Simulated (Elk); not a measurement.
Band structure of SnSb (Fm-3m, 2 atoms in the cell).

```
CELL_PARAMETERS angstrom
      0.00000     3.06931     3.06931
      3.06931     0.00000     3.06931
      3.06931     3.06931     0.00000
ATOMIC_POSITIONS crystal
  Sn 0.50000 0.50000 0.50000
  Sb 0.00000 0.00000 0.00000
```

Computed with Elk 10.2.4 with PBEsol, all-electron FP-LAPW, Elk's shipped species files, default APW+lo basis.

Settings: xctype = 22; rgkmax = 7; stype = 3; swidth = 0.00367493 Ha; ngridk = 12 12 12.

The starting cell comes from a database of computed structures (which also holds hypothetical and non-ambient phases and stackings), without a prior relaxation at this level. Spin-orbit coupling is off. Values depend on the basis (sphere radii, cutoffs, local orbitals), which need not be converged. The run gives no clean gap (levels at the Fermi energy touch, overlap or are partly filled at this smearing), which alone does not show that the compound is a metal.

Levels in eV from the Fermi level, bands 14 to 21:
```json
[
 {"point": "Γ", "14": "-11.71", "15": "-2.47", "16": "-0.78", "17": "-0.78", "18": "-0.78", "19": "4.54", "20": "4.54", "21": "4.54"},
 {"point": "X", "14": "-9.15", "15": "-5.56", "16": "-5.14", "17": "-2.89", "18": "-2.89", "19": "2.50", "20": "6.80", "21": "6.80"},
 {"point": "W", "14": "-8.80", "15": "-6.99", "16": "-4.26", "17": "-4.26", "18": "0.97", "19": "1.72", "20": "5.65", "21": "5.65"},
 {"point": "K", "14": "-8.93", "15": "-7.01", "16": "-4.67", "17": "-2.30", "18": "-1.70", "19": "4.36", "20": "4.50", "21": "5.26"},
 {"point": "L", "14": "-9.52", "15": "-8.07", "16": "-0.17", "17": "-0.17", "18": "0.89", "19": "0.89", "20": "1.20", "21": "1.57"},
 {"point": "U", "14": "-8.93", "15": "-7.01", "16": "-4.67", "17": "-2.30", "18": "-1.70", "19": "4.36", "20": "4.50", "21": "5.26"}
]
```

Bands cross the Fermi level along this path, so the cell is metallic at this level.
